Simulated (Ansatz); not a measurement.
Take La2O3 (space group P-3m1, No. 164) as the base.

```
CELL_PARAMETERS angstrom
      3.93527     0.00000     0.00000
     -1.96764     3.40805     0.00000
      0.00000     0.00000     6.12627
ATOMIC_POSITIONS crystal
  La 0.33333 0.66667 0.24614
  La 0.66667 0.33333 0.75386
  O  0.00000 0.00000 0.00000
  O  0.33333 0.66667 0.64612
  O  0.66667 0.33333 0.35388
```

All numbers come from r2SCAN in Ansatz (plane waves to 500 eV, PAW, spin-orbit coupling left out).

Before the change:

* **Band gap**: 4.23 eV
* **Lattice parameter a**: 3.935 Å
* **c/a ratio**: 1.557

Modification: cell and atoms relaxed at a pressure of 0.9 GPa.

Problem. What happens to the band gap?

Solution. The band gap remains 4.23 eV.

Problem. What does the calculation give for the lattice parameter a after the change?

Solution. The lattice parameter a shrinks by 0.005 Å to 3.930 Å.

Problem. How does this affect the c/a ratio?

Solution. The c/a ratio shrinks by 0.0054, from 1.557 to 1.551.

Load acts through the strain it causes; cell and atoms are relaxed under it. Whether these cells are dynamically stable was not tested.

Ansatz is an electronic-structure program.
